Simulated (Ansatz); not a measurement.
**TiO2, pressure series**

The reference is TiO₂ in the anatase structure (space group I4_1/amd, No. 141; a = 3.778 Å, c = 9.584 Å).

Cell and atoms are relaxed at each pressure.

Level of theory: plane-wave PAW DFT at the r2SCAN level (Ansatz, an electronic-structure program, 500 eV), without spin-orbit coupling.

| P (GPa) | V (Å³/atom) |
|---|---|
| -2.00 | 11.521 |
| -1.00 | 11.459 |
| 0.31 | 11.381 |
| 0.71 | 11.357 |
| 1.50 | 11.310 |
| 3.00 | 11.223 |
| 5.00 | 11.111 |
| 7.50 | 10.975 |
| 10.00 | 10.845 |

A third-order Birch–Murnaghan fit to these points gives V₀ = 11.40 Å³/atom, B₀ = 190 GPa and B₀′ = 2.3. At pressure 10 GPa the volume is 95.1 % of V₀.

Between the base and pressure 10 GPa the gap moves from 2.53 eV to 2.47 eV, a mean slope of -6.0 meV/GPa.

Load acts through the strain it causes; cell and atoms are relaxed under it. Whether these cells are dynamically stable was not tested. No other phases were tried under pressure. All final runs are without spin polarisation.
